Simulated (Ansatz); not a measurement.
A relaxation of cell and atoms of MnPd₃ (I4/mmm, 8 atoms in the cell) with Ansatz (an electronic-structure program).

Method of the run: PBEsol, default PAW files made with PBE (plane waves; Ansatz).

```
CELL_PARAMETERS angstrom
     -1.95650     1.95650     7.74800
      1.95650    -1.95650     7.74800
      1.95650     1.95650    -7.74800
ATOMIC_POSITIONS crystal
  Pd 0.75000 0.25000 0.50000
  Pd 0.25000 0.75000 0.50000
  Pd 0.50000 0.00000 0.50000
  Pd 0.00000 0.50000 0.50000
  Pd 0.37450 0.37450 0.00000
  Pd 0.62550 0.62550 0.00000
  Mn 0.12465 0.12465 0.00000
  Mn 0.87535 0.87535 0.00000
```
Moments meant for the start (each program seeds them in its own way; μB, in the order of the atoms Pd Pd Pd Pd Pd Pd Mn Mn): 0.0 0.0 0.0 0.0 0.0 0.0 4.0 4.0.

Reference input (self-consistent single point, DFT, PBEsol, plane waves, default PAW files made with PBE): basis.ecutwfc = 420 eV; kpoints.mp_grid.grid = 8 8 8; hamiltonian.xc = pbesol; hamiltonian.pseudopotentials = {kind: paw} (the program's default PAW files); magnetization.spin_polarized = true; scf.occupations.method = cold; scf.occupations.width = 0.272 eV. This run's input differs from it in these lines:

```diff
@@ -26,2 +26,4 @@
   occupations: { method: cold, width: 0.272 }
+relax:
+  cell: {}
 output:
```

Log, with long lists cut:

```
   [... SCF lines of the steps left out ...]
relax step   1: F+E_penalty+E_count = -49178.61986777 eV  Δ(F+E_penalty+E_count) = +0.000e0 eV  max|allowed force component| = 6.915e-2 eV/Å  Δτ_max = 0.0000 Å  P = -5.029 GPa  Ω = 118.634 Å³  (20 SCF iters, dr2 threshold 1.00e-7 eV, accepted)
relax step   2: F+E_penalty+E_count = -49178.65252061 eV  Δ(F+E_penalty+E_count) = -3.265e-2 eV  max|allowed force component| = 4.554e-2 eV/Å  Δτ_max = 0.0104 Å  P = +3.840 GPa  Ω = 112.689 Å³  energy of the carried Pulay correction = +1.803e-3 eV  [...]
   [... lines left out ...]
relax step   4: F+E_penalty+E_count = -49178.67967546 eV  Δ(F+E_penalty+E_count) = -1.482e-4 eV  max|allowed force component| = 4.925e-4 eV/Å  Δτ_max = 0.0005 Å  P = -0.001 GPa  Ω = 115.044 Å³  energy of the carried Pulay correction = +1.078e-3 eV  [...]
relax step   5: F+E_penalty+E_count = -49178.67847562 eV  Δ(F+E_penalty+E_count) = +1.200e-3 eV  max|allowed force component| = 4.859e-4 eV/Å  Δτ_max = 0.0000 Å  P = +0.012 GPa  Ω = 115.044 Å³  stress off target by 1.36e-2 GPa  SCF on the basis [...]
basis re-selected at this cell: Δ(F+E_penalty+E_count) = +1.200e-3 eV, ΔP = +0.013 GPa vs the last step
the relaxation is at rest under the 16 symmetry operations that the run kept from its start: a minimum is not shown …
the relaxation's final electronic state is not compared with the one that a single-point calculation of its input finds at the relaxed geometry …
   [... lines left out ...]
Absolute magnetization: 9.4661 μB (∫|ρ↑−ρ↓|, with the PAW one-centre terms)
Free energy (F): -49178.678476 eV
Fermi energy:    19.007741 eV
  cell:  # Å, volume = 115.0436 Å³
   [... lines left out ...]
    - { symbol: Pd, position: [0.37493179203319094, 0.37493179203319094, -4.158208103032405e-34] }
    - { symbol: Pd, position: [0.6250682079668092, 0.6250682079668092, -3.718906698077008e-34] }
    - { symbol: Mn, position: [0.12442637319269825, 0.12442637319269825, 2.2874209336021074e-34] }
    - { symbol: Mn, position: [0.8755736268073018, 0.8755736268073018, 2.3900924047122074e-34] }
```

The run converged. 

Summary of the result:
```
Item                                                                                                                   Value
-----------------------------------------------  ---------------------------------------------------------------------------
Free energy E − TS (on the zero of these files)                                                               -49178.6785 eV
Fermi level (on the code's own zero)                                                                                19.01 eV
Pressure                                                                                                            0.01 GPa
Size of the cell's spin moment                                                                                       9.24 μB
Final cell                                       a = 8.146 Å, b = 8.146 Å, c = 8.146 Å, α = 152.50°, β = 152.50°, γ = 39.29°
Final volume per atom                                                                                               14.38 Å³
Relaxation steps                                                                                                           5
```

The starting cell comes from a database of published, mostly measured structures (it also holds non-ambient and calculated ones), without a prior relaxation at this level. The magnetic order is the one reached from the typed start; others were not searched systematically. The relaxation keeps the symmetry of its start, so its end need not be a minimum. Ansatz's pressure includes its estimate of the finite-basis (Pulay) stress.

Cost on one core of a shared machine: roughly 8 min.

Keys are those of Ansatz 0.2.
